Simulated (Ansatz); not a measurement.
Take Cu$_{3}$N (space group Pm-3m, No. 221; a = 3.7649 Å) as the base. Axes: x, y, z lie along the cube axes.

Method: Ansatz (a quantum-chemistry and plane-wave program) PBEsol, spin-orbit coupling left out.

Base values:

The pressure is 0.0 GPa and the volume per atom comes out as 13.34 Å³. The band gap comes out as zero.

The change: biaxial strain +1.88 %, plane normal [111], relaxed out of plane (Cartesian); in-plane vectors clamped, the third vector and the atoms free.

**Question.** How does this affect the energy relative to the base?

**Answer.** The energy rises by 2.8 meV/atom.

**Question.** What does the calculation give for the pressure after the change?

**Answer.** The pressure (mean of the normal stresses, compression positive) goes from zero to -1.2 GPa.

**Question.** How does this affect the volume per atom?

**Answer.** The volume per atom increases by 0.12 Å³ to 13.46 Å³.

**Question.** What happens to the band gap?

**Answer.** The band gap stays zero.

Stability against distortions was not tested. All final runs are without spin polarisation. Gaps under 0.05 eV, about the width of the smearing, are given as zero. A zero or small gap of Cu3N can be the functional's error rather than a property of the material.
